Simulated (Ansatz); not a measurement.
Data:

```yaml
crystal:
  lattice:
    - [5.04987, 0.00000, 0.00000]
    - [0.00000, 5.04987, 0.00000]
    - [0.00000, 0.00000, 5.04987]
  atoms:
    - { symbol: Be, position: [0.00000, 0.00000, 0.50000] }
    - { symbol: Be, position: [0.50000, 0.50000, 0.00000] }
    - { symbol: Be, position: [0.50000, 0.00000, 0.00000] }
    - { symbol: Be, position: [0.00000, 0.50000, 0.50000] }
    - { symbol: Be, position: [0.00000, 0.50000, 0.00000] }
    - { symbol: Be, position: [0.50000, 0.00000, 0.50000] }
    - { symbol: P, position: [0.75000, 0.75000, 0.25000] }
    - { symbol: P, position: [0.75000, 0.25000, 0.75000] }
    - { symbol: P, position: [0.25000, 0.25000, 0.25000] }
    - { symbol: P, position: [0.25000, 0.75000, 0.75000] }
```

Level of theory: r2SCAN, rigid bands (plane waves, PAW, scalar-relativistic; Ansatz, a first-principles code). Condition of this run: functional r2SCAN on the same cell. Geometry: cell and atoms relaxed with PBEsol.

Problem. Predict the electron conductivity mass (n e² τ/σ) at 300 K, by direction if it differs.

Solution. 0.33 mₑ.

Problem. Predict the hole conductivity mass (n e² τ/σ) at 300 K, by direction if it differs.

Solution. 0.28 mₑ.

Problem. And the band gap?

Solution. 0.46 eV at this level; semilocal functionals usually fall short of the measured gap.

Rigid bands, one relaxation time for all states, no polarons. Spin-orbit coupling is left out; where it splits the top of the valence band it changes the hole mass and lowers the gap by about a third of the splitting. Geometry: cell and atoms relaxed with PBEsol.

Computed structure with no diffraction record at hand here (it may be known, metastable or hypothetical): Be3P2 (Pn-3m).
